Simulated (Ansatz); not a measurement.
The starting structures come from a database of crystals and need not be the phases stable at ambient conditions.

By PBEsol, the system below comes out a metal.

Crystal: ScHg (Pm-3m, CsCl type, not sure to be the ambient phase, 2 atoms a cell, 21.5 Å³ an atom, -3 GPa at this level); planes in its conventional cell.

Method: PBEsol (plane waves, PAW; Ansatz, an electronic-structure program).

Ballistic conductance counts the channels of both spins, as a mean over 0.1 eV about the Fermi level; spin-orbit coupling is left out.

```
plane  area (Å²)  G/A (10¹⁵ S/m²)
-----  ---------  ---------------
(001)       12.3             0.62
(110)       17.4              ___
(111)       21.3              ___
```

Question: What belongs in the gaps?

Answer: 
- (110), G/A (10¹⁵ S/m²): 0.72
- (111), G/A (10¹⁵ S/m²): 0.76
